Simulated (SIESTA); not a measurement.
**Worked example: self-consistent single point of LaAl5Ni2 (Immm, 8 atoms in the cell) in SIESTA**

Method of the run: GGA PBEsol, numerical atomic orbitals DZP, PseudoDojo PBEsol standard norm-conserving potentials (rewritten from UPF to PSML) in SIESTA 5.4.2.

Input as run:

```
# files in the folder: La.psml Al.psml Ni.psml (PseudoDojo PBEsol standard)
SystemName  LaAl5Ni2
SystemLabel siesta

NumberOfAtoms                8
NumberOfSpecies              3
%block ChemicalSpeciesLabel
  1 57 La
  2 13 Al
  3 28 Ni
%endblock ChemicalSpeciesLabel
LatticeConstant              6.292343 Ang
%block LatticeVectors
    -0.318207383    0.557359159    0.766873325
     0.318207383   -0.557359159    0.766873325
     0.318207383    0.557359159   -0.766873325
%endblock LatticeVectors
AtomicCoordinatesFormat      Ang
%block AtomicCoordinatesAndAtomicSpecies
     0.000000000    0.000000000    0.000000000  1
     0.000000000    3.507095000    0.000000000  2
     0.000000000    1.323016518    6.376516219  2
     2.002270000    2.184078482   -1.551086219  2
     2.002270000    2.184078482    1.551086219  2
     0.000000000    1.323016518    3.274343781  2
     0.000000000    3.507095000    2.274900719  3
     2.002270000    0.000000000    2.550529281  3
%endblock AtomicCoordinatesAndAtomicSpecies

XC.functional                GGA
XC.authors                   PBEsol
PAO.BasisSize                DZP
PAO.EnergyShift              0.01 Ry
MeshCutoff                   300 Ry
%block kgrid.MonkhorstPack
    5   0   0  0.0
    0   5   0  0.0
    0   0   5  0.0
%endblock kgrid.MonkhorstPack
OccupationFunction           MP
OccupationMPOrder            0
ElectronicTemperature        272.0 meV

MaxSCFIterations             150
SCF.Mixer.Method             Pulay
SCF.Mixer.Weight             0.1
SCF.Mixer.History            6
SCF.DM.Tolerance             1.0E-05
Diag.ParallelOverK           true
WriteForces                  true
```

Output (repeated stretches shortened):

```
reinit: Reading from file input.fdf

reinit: System Name: LaAl5Ni2
reinit: System Label: siesta

coor:   Atomic-coordinates input format  =     Cartesian coordinates
coor:                                          (in Angstroms)

siesta: Atomic coordinates (Bohr) and species
siesta:      0.00000   0.00000   0.00000  1        1
siesta:      0.00000   6.62745   0.00000  2        2
siesta:      0.00000   2.50014  12.04987  2        3
siesta:      3.78374   4.12731  -2.93113  2        4
siesta:      3.78374   4.12731   2.93113  2        5
siesta:      0.00000   2.50014   6.18761  2        6
siesta:      0.00000   6.62745   4.29894  3        7
siesta:      3.78374   0.00000   4.81980  3        8

siesta: System type = bulk

initatomlists: Number of atoms, orbitals, and projectors:      8   122   158

siesta: ******************** Simulation parameters ****************************
redata: Spin configuration                          = none
redata: Time-Reversal Symmetry                      = T
redata: Number of Atomic Species                    =        3
redata: Mesh Cutoff                                 =   300.0000 Ry
redata: Net charge of the system                    =     0.0000 |e|
redata: Min. number of SCF Iter                     =        0
redata: Max. number of SCF Iter                     =      150
redata: SCF convergence failure will abort job
redata: SCF mix quantity                            = Hamiltonian
redata: Mix DM or H after convergence               =   F
redata: Recompute H after scf cycle                 =   F
redata: Mix DM in first SCF step                    =   T
redata: No kicks to SCF
redata: DM Mixing Weight for Kicks                  =     0.5000
redata: Require Harris convergence for SCF          =   F
redata: Harris energy tolerance for SCF             =     0.000100 eV
redata: Require DM convergence for SCF              =   T
   [... lines left out ...]
diag: Used triangular part                          = Lower
diag: Absolute tolerance                            =  0.100E-15
diag: Orthogonalization factor                      =  0.100E-05
diag: Memory factor                                 =  1.0000

superc: Internal auxiliary supercell:     5 x     7 x     7  =     245
superc: Number of atoms, orbitals, and projectors:   1960  29890  38710

                        Single-point calculation

superc: Internal auxiliary supercell:     5 x     7 x     7  =     245
superc: Number of atoms, orbitals, and projectors:   1960  29890  38710

outcell: Unit cell vectors (Ang):
       -2.002270    3.507095    4.825430
        2.002270   -3.507095    4.825430
        2.002270    3.507095   -4.825430

outcell: Cell vector modules (Ang)   :    6.292343    6.292343    6.292343
outcell: Cell angles (23,13,12) (deg):    142.8909    112.2533     79.8521
outcell: Cell volume (Ang**3)        :    135.5396
new_DM -- step:     1
Initializing Density Matrix...

Attempting to read DM from file... Failed...
DM filled with atomic data:

InitMesh: MESH = 90 x 60 x 60 = 324000
InitMesh: Mesh cutoff (required, used) =   300.000   309.057 Ry

stepf: Methfessel-Paxton step function
       Using Hermite-Gauss polynomials of order  0
        iscf     Eharris(eV)        E_KS(eV)     FreeEng(eV)     dDmax    Ef(eV) dHmax(eV)
   scf:    1   -10096.975306   -10305.581233   -10305.764685  1.740580 -3.614111 47.856886
   scf:    2   -10386.535528   -10394.463409   -10394.527401  0.710505 -5.052621  3.985197
   scf:    3   -10396.188054   -10395.510604   -10395.577693  0.047441 -4.998124  2.846843
   scf:    4   -10395.115256   -10395.778235   -10395.861157  0.090157 -4.952903  3.190958
   scf:    5   -10386.073231   -10393.220222   -10393.288817  0.201412 -5.190601  8.387899
   scf:    6   -10395.926560   -10394.682041   -10394.753451  0.038915 -5.149408  5.909806
   [... 5 lines left out ...]
   scf:   12   -10396.149107   -10396.149085   -10396.228971  0.000317 -5.034280  0.020609
   scf:   13   -10396.149042   -10396.149071   -10396.228989  0.000298 -5.033812  0.000320
   scf:   14   -10396.149072   -10396.149071   -10396.228989  0.000022 -5.033826  0.000185
   scf:   15   -10396.149069   -10396.149070   -10396.228989  0.000020 -5.033834  0.000268
   scf:   16   -10396.149073   -10396.149071   -10396.228989  0.000009 -5.033851  0.000141
SCF Convergence by DM+H criterion
max |DM_out - DM_in|         :     0.0000088784
max |H_out - H_in|      (eV) :     0.0001406067
SCF cycle converged after 16 iterations

Using DM_out to compute the final energy and forces

siesta: E_KS(eV) =           -10396.1491

siesta: E_KS - E_eggbox =    -10396.1491

siesta: Atomic forces (eV/Ang):
     1   -0.000000   -0.000000    0.000000
     2   -0.000000   -0.000000   -0.000000
     3    0.000235    0.111089   -0.025600
     4   -0.000235   -0.111088    0.025600
     5   -0.000173   -0.111163   -0.024768
     6    0.000173    0.111163    0.024768
     7   -0.001734   -0.001547   -0.130474
     8    0.001734    0.001548    0.130474
   Tot    0.000001    0.000000    0.000000
   Max    0.130474
   Res    0.059858    sqrt( Sum f_i^2 / 3N )
   Max    0.130474    constrained

Stress tensor Voigt[x,y,z,yz,xz,xy] (kbar):        4.66       19.03        7.64        0.24       -0.00        0.03
(Free)E + p*V (eV/cell)   -10397.1126
Target enthalpy (eV/cell)   -10396.2290

siesta: Program's energy decomposition (eV):
siesta: Ebs     =     -1773.296536
siesta: Eions   =     14014.637643
siesta: Ena     =      1701.920231
siesta: Ekin    =      4636.333172
siesta: Enl     =     -1278.702326
siesta: Eso     =         0.000000
siesta: Edftu   =         0.000000
siesta: DEna    =        88.781584
siesta: DUscf   =         2.183032
siesta: DUext   =         0.000000
siesta: Ex      =     -1423.621104
siesta: Ec      =      -108.406017
siesta: Exc     =     -1532.027121
siesta: Eharris =    -10396.149073
siesta: Etot    =    -10396.149071
siesta: FreeEng =    -10396.228989

siesta: Atomic forces (eV/Ang):
siesta:      1   -0.000000   -0.000000    0.000000
siesta:      2   -0.000000   -0.000000   -0.000000
siesta:      3    0.000235    0.111089   -0.025600
siesta:      4   -0.000235   -0.111088    0.025600
siesta:      5   -0.000173   -0.111163   -0.024768
siesta:      6    0.000173    0.111163    0.024768
siesta:      7   -0.001734   -0.001547   -0.130474
siesta:      8    0.001734    0.001548    0.130474
siesta: ----------------------------------------
siesta:    Tot    0.000001    0.000000    0.000000

siesta: Stress tensor (static) (eV/Ang**3):
siesta:     0.002909    0.000017   -0.000002
siesta:     0.000017    0.011879    0.000148
siesta:    -0.000002    0.000148    0.004769

siesta: Cell volume =        135.539594 Ang**3

siesta: Pressure (static):
siesta:                Solid            Molecule  Units
siesta:          -0.00007100         -0.00006247  Ry/Bohr**3
siesta:          -0.00651913         -0.00573598  eV/Ang**3
siesta:         -10.44479316         -9.19005639  kBar
```

The run converged in 16 iterations.

The starting cell comes from a database of computed structures (which also holds hypothetical and non-ambient phases and stackings), without a prior relaxation at this level. Spin polarisation is off. Values carry the incompleteness of an atom-centred basis.

Cost on one core of a shared machine: roughly 3 min.
